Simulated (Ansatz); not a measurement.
Consider TiAl₂O₅ (space group Cmcm, No. 63; a = 3.604 Å, b = 9.360 Å, c = 9.642 Å; a cell from a computed database, its experimental status unchecked). Axes: x, y, z lie along a, b, c of the conventional cell.

Level of theory: PBEsol in Ansatz (plane waves to 420 eV, PAW, no spin-orbit coupling).

Strains are applied to the cell and any free atomic positions relax; under biaxial strain the out-of-plane vector relaxes too.

One change was made to it. Results:

```tsv
quantity	base	after
gap character	indirect, Γ → Y	indirect, Γ → Y
shortest interatomic distance	3.460 bohr	3.480 bohr
```

Question: Which of these changes matches the shifts?
(A) biaxial strain −1.81 %, plane normal [001], relaxed out of plane
(B) uniaxial strain ε_xx = −1.56 %
(C) uniaxial strain ε_yy = +5.60 %
(D) biaxial strain +2.12 %, plane normal [001], relaxed out of plane

Answer: D, biaxial strain +2.12 %, plane normal [001], relaxed out of plane. For comparison, the shortest interatomic distance in the other runs: uniaxial strain ε_yy = +5.60 % gives 3.514 bohr; uniaxial strain ε_xx = −1.56 % gives 3.453 bohr; biaxial strain −1.81 %, plane normal [001], relaxed out of plane gives 3.424 bohr.

Stability against distortions was not tested. The final runs are not spin-polarised.

Ansatz is an electronic-structure program.
